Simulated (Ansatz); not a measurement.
## AlRu: element substitutions

Take AlRu in the CsCl type structure (space group Pm-3m, No. 221; a = 2.9763 Å) as the base.

Each row replaces one element on all its sites; cell and atoms are relaxed.

Levels (all Ansatz, a program for electronic structure, PAW): PBEsol (420 eV, no spin-orbit coupling); r2SCAN (500 eV, no SOC).

Pressures by level, all at the geometries relaxed with PBEsol:

```csv
case,PBEsol,r2SCAN
base,0.0 GPa,1.4 GPa
Ru → Ni,0.0 GPa,0.2 GPa
Al → Re,0.0 GPa,3.9 GPa
```

Single points use the geometry relaxed with PBEsol. Their cutoffs differ, which shifts pressures a little. Whether these cells are dynamically stable was not tested. As relaxed here, ReRu is a hypothetical phase, not in the database extracts checked. Seeded moments were not kept for Ru → Ni. All final runs are without spin polarisation. An odd electron count without spin: AlNi, AlRu and ReRu. ReRu has a high density of states at the Fermi level and may be magnetic at this level.
